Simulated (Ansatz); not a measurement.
AlB2-type TiB2 was calculated with BLYP (PAW; Ansatz, a program for electronic structure).

Run with plane-wave cutoff 520 eV, 24×24×18 k mesh (along the axes of the cell as run), Fermi–Dirac smearing 0.05 eV, no spin polarisation, scalar-relativistic PAW data made under PBE.

Energies at three volumes about the minimum:

```csv
V (Å³/atom),E − E_lowest (meV/atom)
8.619,2.63
8.795,0.00
8.971,2.46
```

### Question
Fit a parabola by hand: where is the minimum, and what is the bulk modulus?

### Answer
Slopes: (0.00 − 2.63)/(8.795 − 8.619) = -14.943 and (2.46 − 0.00)/(8.971 − 8.795) = 13.977 meV/Å³. Curvature E″ = 2 × (13.977 − (-14.943))/(8.971 − 8.619) = 164.318 meV/Å⁶. From the middle of the first interval, the slope vanishes at V0 = 8.7070 − (-14.943)/164.318 = 8.798 Å³/atom. B = V0 E″ = 8.798 × 164.318 meV/Å³ × 0.1602 GPa per meV/Å³ = 232 GPa. The full Birch–Murnaghan fit to all volumes gives V0 = 8.795 Å³/atom and B0 = 231 GPa.

Shape and atoms are relaxed at each volume.

Measured, for comparison: bulk modulus 240 GPa (room temperature, not corrected to a static lattice, our sources range from 233 to 250; as tabulated in Synthesis of Binary Transition Metal Nitrides, Carbides and Borides from the …). Computed (rounded) less measured: bulk modulus -4 % (-0.9 % to -8 % over the range).

Note: the bulk modulus comes from volumes at which shape and atoms were relaxed.
